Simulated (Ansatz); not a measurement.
The starting structures come from a database of crystals and need not be the phases stable at ambient conditions.

By PBEsol, the system below comes out a metal.

A figure of merit of an interconnect metal is its ballistic conductance per area.

Consider the following.

```yaml
crystal:
  lattice:
    - [3.35268, 0.00000, 0.00000]
    - [0.00000, 3.35268, 0.00000]
    - [0.00000, 0.00000, 3.42110]
  atoms:
    - { symbol: Sc, position: [0.50000, 0.50000, 0.50000] }
    - { symbol: Ag, position: [0.00000, 0.00000, 0.00000] }
```

Space group of this cell: P4/mmm. The cell is strained (lengths across the current scaled by 0.98, ions clamped); by PBEsol its mean pressure is 0.6 GPa.

The current flows along the normal of the first two printed cell vectors, the (001) (indices of the unstrained crystal) plane of the conventional cell. No spin-orbit coupling; the value is a mean over 0.1 eV about the Fermi level.

Problem. Estimate the ballistic conductance per area that PBEsol (Ansatz, a first-principles code) returns for this system.

Solution. 0.70 × 10¹⁵ S/m² for both spins.
